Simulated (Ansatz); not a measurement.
MgO (P6₃/mmc, No. 194, 4 atoms in the cell; start mp-1065577; a measured phase of this formula has another space group), treated with PBEsol in Ansatz (PAW).

Settings: plane-wave cutoff 520 eV, 12×12×8 k mesh (along the axes of the cell as run), Fermi–Dirac smearing 0.01 eV, scalar-relativistic PAW data made under PBE.

Computed at the level's own relaxed cell.

```yaml
crystal:
  lattice:
    - [3.49418, 0.00000, 0.00000]
    - [-1.74709, 3.02605, 0.00000]
    - [0.00000, 0.00000, 4.19457]
  atoms:
    - { symbol: Mg, position: [0.66667, 0.33333, 0.75000] }
    - { symbol: Mg, position: [0.33333, 0.66667, 0.25000] }
    - { symbol: O, position: [0.66667, 0.33333, 0.25000] }
    - { symbol: O, position: [0.33333, 0.66667, 0.75000] }
```

Q: List the 10 lowest band energies at Γ above −25 eV (eV, relative to the valence band maximum), grouping those that round alike.

A: At Γ: -16.82, -15.42, -3.64, -1.73 (×2), -0.80 (×2), 0.00, 3.27, 9.31.

A start named mp-… is a Materials Project structure, which need not be a measured phase.

Ansatz is an electronic-structure program.
